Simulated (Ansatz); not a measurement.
Start from CsPbBr$_{3}$ in the cubic perovskite structure (space group Pm-3m, No. 221; a = 6.0028 Å).

Computed with DFT with PBE, PAW potentials and a 420 eV plane-wave cutoff in Ansatz (an electronic-structure program), no spin-orbit coupling.

For the base:

| Property | Value |
|---|---|
| Lattice parameter a | 6.003 Å |

The change: cell and atoms relaxed at a pressure of 0.7 GPa.

Question: How does this affect the mean gap deformation potential ΔEg/Δln V?

Answer: The mean gap deformation potential ΔEg/Δln V comes out as +3.6 eV.

Question: Predict the new lattice parameter a.

Answer: The lattice parameter a drops by 0.070 Å to 5.933 Å.

Spin-orbit coupling, missing from the scalar runs, can matter with Pb. Load acts through the strain it causes; cell and atoms are relaxed under it. Stability against distortions was not tested. Many cubic perovskites are stable only at high temperature; tilts and polar distortions were not tested. This is not the structure that CsPbBr3 has at room temperature and ambient pressure.
